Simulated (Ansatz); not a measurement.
A zone-centre phonon calculation of PtAl₂ (Fm-3m, 3 atoms in the cell) with Ansatz (a program for electronic structure).

Method of the run: PBE (plane waves, PAW; Ansatz).

```
CELL_PARAMETERS angstrom
      0.00000     2.96387     2.96387
      2.96387     0.00000     2.96387
      2.96387     2.96387     0.00000
ATOMIC_POSITIONS crystal
  Al 0.25000 0.25000 0.25000
  Al 0.75000 0.75000 0.75000
  Pt 0.00000 0.00000 0.00000
```

Reference input (self-consistent single point, DFT, PBE, plane waves, default PAW files): basis.ecutwfc = 420 eV; kpoints.mp_grid.grid = 10 10 10; hamiltonian.xc = pbe; hamiltonian.pseudopotentials = {kind: paw} (the program's default PAW files); scf.occupations.method = gaussian; scf.occupations.width = 0.1 eV. This run's input differs from it in these lines:

```diff
@@ -22,7 +22,5 @@
     method: gaussian
-    width: 0.1 eV
-output:
-  forces: true
-  eigenvalues: true
-  stress: true
+    width: 0.5 eV
+phonons:
+  method: dfpt
```

Output (repeated stretches shortened):

```
SCF iter   1: F=—  HF=-13600.744374 eV  |F-HF|=—  |Δ(HF+E_count)|=         —  Δρ=1.78e-3  dr2=2.04e-3  ethr=1.77e-3  ⟨swp⟩=5.1  Hψ=8053  notcnv=0
all-band conjugate gradients solve this SCF's bands
preconditioner: auto → Kerker (q_TF=auto, 2.398 Å⁻¹)
SCF iter   2: F=—  HF=-13600.744560 eV  |F-HF|=—  |Δ(HF+E_count)|=   1.86e-4  Δρ=8.39e-4  dr2=3.15e-4  ethr=8.49e-6  ⟨swp⟩=2.1  Hψ=3076  notcnv=0
   [... lines left out ...]
SCF iter   6: F=—  HF=-13600.744596 eV  |F-HF|=—  |Δ(HF+E_count)|=   4.50e-9  Δρ=2.61e-6  dr2=5.73e-9  ethr=3.33e-10  ⟨swp⟩=2.1  Hψ=2326  notcnv=0
SCF iter   7: F=—  HF=-13600.744596 eV  |F-HF|=—  |Δ(HF+E_count)|=   4.64e-9  Δρ=8.54e-7  dr2=4.97e-10  ethr=2.39e-11  ⟨swp⟩=2.0  Hψ=2348  notcnv=0
SCF iter   8: F=—  HF=-13600.744596 eV  |F-HF|=—  |Δ(HF+E_count)|=  5.28e-10  Δρ=2.41e-7  dr2=3.68e-11  ethr=2.07e-12  ⟨swp⟩=2.0  Hψ=2453  notcnv=0
SCF iter   9: F=-13600.744596 eV  HF=-13600.744596 eV  |F-HF|=0.00e0  |Δ(HF+E_count)|=  1.82e-12  Δρ=5.46e-8  dr2=1.53e-12  ethr=1.00e-12  ⟨swp⟩=5.7  Hψ=6874  notcnv=0
SCF 1 converged in 9 iterations: F = -13600.744596 eV  dr2 = 1.53e-12
DFPT response loops at Γ: preconditioner auto → Kerker (q_TF=auto, 2.398 Å⁻¹) (partly filled bands, converged f_vac=0.000) …
Free energy (F): -13600.744596 eV
Internal energy: -13600.600008 eV  (E = F + TS)
E sigma→0 (E₀):  -13600.672302 eV
Entropy (-TS):   -0.144588 eV (-48.196 meV/atom)
Fermi energy:    11.273722 eV
--- Phonons (Γ-DFPT): 2 representative perturbations + reference, on 102 of 1000 k-points (Σ response iterations 6) ---
  k mesh reduced under 8 symmetry operations, with k and −k counted as one. Each operation leaves every solved displacement unchanged or reverses it
  ASR residual: 7.482e-5 → 0.000e0 eV/Å²; symmetrization residual: 6.377e-6 eV/Å²
  ASR residual per site (eV/Å²): 1.33e-6 1.33e-6 7.48e-5
  Γ frequencies (cm⁻¹): 0.00 0.00 0.00 233.23 233.23 233.23 291.64 291.64 291.64
  non-analytic LO–TO correction: not included (Born effective charges unavailable; polar crystals: no LO–TO splitting at Γ)
```

The run converged in 9 iterations. 

Summary of the result:
| Item | Value |
|---|---|
| Free energy E − TS (on the zero of these files) | -13600.7446 eV |
| Fermi level (on the code's own zero) | 11.27 eV |
| Zone-centre frequencies (cm⁻¹; negative means imaginary) | 0, 0, 0, 233, 233, 233, 292, 292, 292 |

The starting cell has typed, rounded lattice constants, without a prior relaxation at this level. Its lattice was rescaled by up to half a per cent. Spin polarisation is off.

Keys are those of Ansatz 0.2.
